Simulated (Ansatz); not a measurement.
## What pressure −2 GPa does to BiAu2

Base system: BiAu2 in the cubic Laves (MgCu2 type) structure (space group Fd-3m, No. 227; a = 7.9447 Å).

It is then changed as follows: a negative pressure, −2 GPa.

All numbers come from PBEsol (Ansatz, a quantum-chemistry and plane-wave program, PAW, no spin-orbit coupling). Γ-centred 10×10×10 mesh, Fermi–Dirac width 0.05 eV.

Volume per atom: 21.25 Å³ (base 20.89 Å³)
Density: 15.70 g/cm³ (base 15.97 g/cm³)
Lattice parameter a: 7.990 Å (base 7.945 Å)
Shortest interatomic distance: 2.825 Å (base 2.809 Å)
Enthalpy H = E + PV relative to the base's energy: -0.26 eV/atom
Band gap: zero (base zero)

Final structure:

```
BiAu2
1.0
    0.00000     3.99501     3.99501
    3.99501     0.00000     3.99501
    3.99501     3.99501     0.00000
Bi Au
2 4
Cartesian
  0.00000   0.00000   0.00000
  1.99751   1.99751   1.99751
  2.99626   2.99626   4.99376
  2.99626   4.99376   2.99626
  4.99376   4.99376   4.99376
  4.99376   2.99626   2.99626
```

Load acts through the strain it causes; cell and atoms are relaxed under it. Stability against distortions was not tested.
